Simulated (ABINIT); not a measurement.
## σyy against uniaxial strain in CsCl-type RuAl (space group 221): C12 (ABINIT, PBEsol)

```yaml
crystal:
  lattice:
    - [2.93211, 0.00000, 0.00000]
    - [0.00000, 2.97676, 0.00000]
    - [0.00000, 0.00000, 2.97676]
  atoms:
    - { symbol: Al, position: [0.50000, 0.50000, 0.50000] }
    - { symbol: Ru, position: [0.00000, 0.00000, 0.00000] }
```

Method: PBEsol, norm-conserving pseudopotentials (PseudoDojo nc-sr-04 PBEsol standard) (plane waves; ABINIT 10.0.3). Settings: pseudos = [Al.upf, Ru.upf]; ecut = 1497 eV; occopt = 3; tsmear = 0.05 eV; ngkpt = 22 22 22; nshiftk = 1; shiftk = 0 0 0; potentials = PseudoDojo nc-sr-04 PBEsol standard; nband = 15; kptopt = 1; nstep = 50; tolvrs = 1e-11. The cell above is the first row's. The rows stretch one cube axis (x) by the strain ε and hold the other two. Stress is positive in tension. In all rows fractional positions and the k mesh are held.

```csv
ε (%),σyy (GPa)
-1.5,-2.50
-1.0,-1.64
-0.5,-0.80
0.0,0.01
0.5,0.80
1.0,1.57
1.5,?
```

**Question.** Fit σyy against ε with a parabola, and predict the withheld value at ε = 1.5.

**Answer.** Least squares gives σyy = 0.011 + 1.6042·ε - 0.0464·ε². Residuals (row less fit): 0.000, 0.000, 0.003, -0.001, -0.001, 0.001; standard error 0.002 (degrees of freedom: 3). The slope at ε = 0, 1.6042 GPa per cent, gives C12 ≈ 100 × 1.6042 = 160 GPa, for the static lattice. At the withheld row, σyy = 0.011 + 1.6042 × 1.5 - 0.0464 × 1.5² = 2.313 GPa. The calculation gives 2.32 GPa, 0.007 GPa above the prediction (0.1 % of the range of σyy in the table). The row lies outside the fitted rows, so this is an extrapolation.

Carrying the step between the two nearest rows on in a straight line would have given 2.34, off by 0.02; series whose last step already gives the withheld value aren't shown. The reference cell has the volume at which an earlier scan in this program and functional put its minimum by a fit. The runs keep the symmetry of the cell, so they don't test it for distortions. The unstrained cell stands at a pressure of -0.01 GPa, and the constants belong to that pressure. By symmetry this strain leaves no force on the atoms; the largest in the rows is 0.000 eV/Å. Spin polarisation is off. Without a gap such slopes are sensitive to mesh and smearing. 1 of the planned runs didn't end soundly and are left out. Cutoffs and mesh are single choices, not tested for convergence of this quantity. Series with a scatter that would blur these digits, or in which a gap closes, are not shown. Strain series were run only where this level's volume lies within 10 % of a first guess from the measured size.
